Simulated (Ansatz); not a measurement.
An Ansatz (a program for electronic structure) run: Al with a change (Al → Be); PBEsol/PAW in Ansatz, no spin-orbit coupling.

Input:

Ansatz 0.2 input:
```yaml
crystal:
  lattice:
    - [0, 1.5739874526, 1.5739874526]
    - [1.5739874526, 0, 1.5739874526]
    - [1.5739874526, 1.5739874526, 0]
  atoms:
    - { symbol: Be, position: [0, 0, 0] }
basis: { ecutwfc: 420, ecutrho_ratio: 4, xc_grid: 2, fft_grid_basis: typed }
kpoints: { mp_grid: { grid: [25, 25, 25] } }
hamiltonian:
  xc: pbesol
  dispersion: none
  pseudopotentials: { kind: paw }
scf: { occupations: { method: fermi_dirac, width: 0.05 }, convergence: { dr2_threshold: 0.0000000001 } }
output: { forces: true, stress: true }
checkpoint: { write: state.ck, write_every: 1000 }
```

Output (explanatory and most iteration lines left out):

```
Pseudopotential: Be, paw, valence charge 2
Crystal: 1 atoms, lattice volume = 7.799 Å³
Basis set: ecut = 420 eV, 169 PW (Γ), exchange–correlation on 30×30×30 points (8 copies of the dense FFT grid, shifted against one another)
Bands: 5, of which v1, the nominal top of the filled ones, is band 1 counted from 1 (0 counted from 0)
Symmetry: 48 space group operations
Space group: Fm-3m (ITA 225), of the structure as read, at distance tolerance 2.0e-5 Å
k-points: 455 of 15625
Functional: x = pbesol(κ = 0.804, μ = 0.12345679012345678), c = pbesol(β = 0.046)
SCF iter   1: F=—  HF=-90.271273 eV  |F-HF|=—  |Δ(HF+E_count)|=         —  Δρ=1.25e-3  dr2=5.99e-5  ethr=1.77e-3  ⟨swp⟩=4.7  Hψ=21207  notcnv=0
SCF iter   2: F=—  HF=-90.271233 eV  |F-HF|=—  |Δ(HF+E_count)|=   3.98e-5  Δρ=6.21e-4  dr2=1.43e-5  ethr=2.99e-6  ⟨swp⟩=1.5  Hψ=6133  notcnv=0
SCF 1 converged in 6 iterations: F = -90.271206 eV  dr2 = 4.77e-16
SCF converged after 6 iterations
Free energy (F): -90.271206 eV
Internal energy: -90.270140 eV  (E = F + TS)
E sigma→0 (E₀):  -90.270673 eV
Entropy (-TS):   -0.001065 eV (-1.065 meV/atom)
Fermi energy:    8.803077 eV
--- Forces (eV/Å), atoms counted from 1 ---
  atom   1  Be     0.00000000     0.00000000     0.00000000
--- Stress (GPa, compression-positive) ---
       -0.000538      -0.000000      -0.000000
        0.000000      -0.000538      -0.000000
        0.000000      -0.000000      -0.000538
  P = ⅓ Tr σ = -0.0005 GPa (-0.005 kbar)
```

Whether these cells are dynamically stable was not tested. The cell was made from Al by this change: Al → Be; the result is a hypothetical phase, not in the database extracts checked.
